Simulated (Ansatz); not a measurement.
# What pressure 30 GPa does to MgB2

The parent structure is MgB2 (space group P6/mmm, No. 191; a = 3.063 Å, c = 3.500 Å).

Modification: a hydrostatic pressure of 30 GPa.

Calculations: Ansatz (a first-principles code) PBEsol, no SOC. k-mesh 17×17×13 (Γ-centred); smearing 0.05 eV (Fermi–Dirac).

```
quantity                   base     changed        shift
-------------------  ----------  ----------  -----------
volume per atom         9.48 Å³     8.12 Å³     -1.36 Å³
density              2.68 g/cm³  3.13 g/cm³  +0.45 g/cm³
lattice parameter a     3.063 Å     2.944 Å     -0.119 Å
c/a ratio                 1.143       1.102      -0.0401
band gap                   zero        zero            –
```

Final structure:

```
CELL_PARAMETERS angstrom
      2.94391     0.00000     0.00000
     -1.47195     2.54950     0.00000
      0.00000     0.00000     3.24545
ATOMIC_POSITIONS crystal
  Mg 0.00000 0.00000 0.00000
  B  0.66667 0.33333 0.50000
  B  0.33333 0.66667 0.50000
```

Load acts through the strain it causes; cell and atoms are relaxed under it. No phonon test of stability was made. Competing high-pressure phases were not computed. The final runs are not spin-polarised.
